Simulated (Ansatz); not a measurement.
# Lattice parameter a of PbS (model structure, started from the zincblende type, F-43m, No. 216, 2 atoms in the cell) at several levels of theory

No measured value is used here.

| level (code) | value (Å) |
|---|---|
| LDA (Ansatz) | 6.475 |
| PBE (Ansatz) | ___ |
| PBEsol (Ansatz) | ___ |
| PBE-D3(BJ) (Ansatz) | 6.622 |
| r²SCAN (Ansatz) | 6.601 |
| r²SCAN+rVV10 (Ansatz) | 6.566 |

Some entries are withheld; supply them.


- PBE (Ansatz, a first-principles code), value (Å): 6.646
- PBEsol (Ansatz), value (Å): 6.543

Density-functional levels without +SOC have no spin–orbit coupling. Cutoffs differ between the levels. Ansatz's density-functional and Hartree–Fock values are scalar-relativistic unless marked +SOC, with PAW data made under PBE.

A model structure was made by putting elements into a prototype or built by hand; it is no filed structure, need not be a known phase, and can be a saddle point held by its symmetry.
